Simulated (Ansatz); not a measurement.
Structures of equal composition on the (100) surface of rock-salt TiC: S on all C sites of the second plane; S on all C sites of the top plane. The slabs share one bottom face, and each structure is named by its start. These are constructed structures in small cells; real faces may alloy, dewet or reconstruct in larger ones, and not all known structures of the face are among them. Slabs of about 13 Å, Fermi-Dirac smearing of 0.1 eV. Bottom of the slabs: a bare face, its two planes held. Relaxed from the named starts with such symmetry as they have, on meshes of like density; energies extrapolated to zero smearing; spin only where a row says so; no spin-orbit coupling, no U. Brackets mark spin-polarised runs, whose order is one that fits the cell.

Calculation: PBE (plane waves to 420 eV, PAW; Ansatz, a first-principles code).

Task: Order them by energy per 1x1 cell (lowest first) at the level PBE.

Result: S on all C sites of the top plane (0.000 eV), S on all C sites of the second plane (2.054 eV (1 C–Ti, 1 S–Ti, 1 Ti–Ti bonds broke))
